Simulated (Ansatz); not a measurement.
Consider interstitial Li in silicon strained by +1.5 % along x and y, z held, charge state +1. The step: Li moves alone to another site; the atom moves 2.38 Å along (0.25, 0.25, 0.25) of the unit cell; the moving atom starts with neighbours 4 Si at 2.47, 2 Si at 2.76, 4 Si at 2.79 Å and ends with 4 Si at 2.47, 2 Si at 2.76, 4 Si at 2.79 Å. DFT values are from Ansatz (plane-wave PAW, 420 eV unless said) in a cell of 64 host sites, spin-restricted, static, with no finite-size correction. The charge state is imposed; whether it is stable for some Fermi level was not computed. Sites that were not tried may lie lower. For the PBE band: the saddle point's order was not checked, and it lies on a symmetry element of the cell, where a band can be held.

```
Level                                                              Forward barrier (eV)  Cost of the band or of the saddle's single point
-----------------------------------------------------------------  --------------------  ------------------------------------------------
CHGNet universal potential (has no charge state), its own band                     0.19                                                 -
PBE, a 2×2×2 k-point mesh shifted by half a step, band relaxed                     0.55                      very roughly 40 core-minutes
PBE, a 3×3×3 k-point mesh shifted by half a step, same geometries                  0.55             about 5 core-minutes (a rough figure)
```

Ansatz is a quantum-chemistry and plane-wave program.
